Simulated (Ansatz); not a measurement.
Mg: Mg → Ba

Take Mg in the hcp (Mg type) structure (space group P6_3/mmc, No. 194; a = 3.1668 Å, c = 5.1884 Å) as the base.

Now apply this change: full substitution Mg → Ba, then cell and atoms are relaxed.

The values are results of PBEsol (Ansatz, a quantum-chemistry and plane-wave program; PAW; 420 eV plane waves; no spin-orbit coupling), not measurements. Γ-centred 12×12×7 mesh, Fermi–Dirac width 0.05 eV, for the changed cell.

```tsv
quantity	base	changed	shift
volume per atom	22.53 Å³	57.91 Å³	+35.375 Å³
density	1.79 g/cm³	3.94 g/cm³	+2.15 g/cm³
lattice parameter a	3.167 Å	4.341 Å	+1.174 Å
c/a ratio	1.638	1.635	-0.003
space group	P6_3/mmc (No. 194)	P6_3/mmc (No. 194)	–
shortest interatomic distance	3.167 Å	4.341 Å	+1.174 Å
band gap	zero	zero	–
```

Final structure:

```yaml
crystal:
  lattice:
    - [4.34080, 0.00000, 0.00000]
    - [-2.17040, 3.75925, 0.00000]
    - [0.00000, 0.00000, 7.09708]
  atoms:
    - { symbol: Ba, position: [0.33333, 0.66667, 0.75000] }
    - { symbol: Ba, position: [0.66667, 0.33333, 0.25000] }
```

No phonon test of stability was made. As relaxed here, Ba is a hypothetical phase, not in the database extracts checked.
